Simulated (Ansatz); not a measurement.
LiNbO3, element substitutions

The parent structure is LiNbO3 (space group R-3, No. 148; a = 5.1952 Å, c = 14.1789 Å (hexagonal axes)).

Each row replaces one element on all its sites; cell and atoms are relaxed.

Calculations: PBEsol (Ansatz, an electronic-structure program; PAW; 420 eV plane waves; no spin-orbit coupling).

Problem. Only one of these keeps a band gap. Which?
A) Nb → Ta
B) O → Te
C) Nb → Mo

Solution. A, Nb → Ta. Computed: Nb → Mo: zero; O → Te: zero; Nb → Ta: 4.48 eV

With Ta present, leaving out spin-orbit coupling can change the band edges. Stability against distortions was not tested. As relaxed here, LiMoO3, LiNbTe3 and LiTaO3 are hypothetical phases, not in the database extracts checked. No Hubbard U is applied, and correlation can decide whether such a compound is a metal. All final runs are without spin polarisation. LiNbTe3 has a high density of states at the Fermi level and may be magnetic at this level.
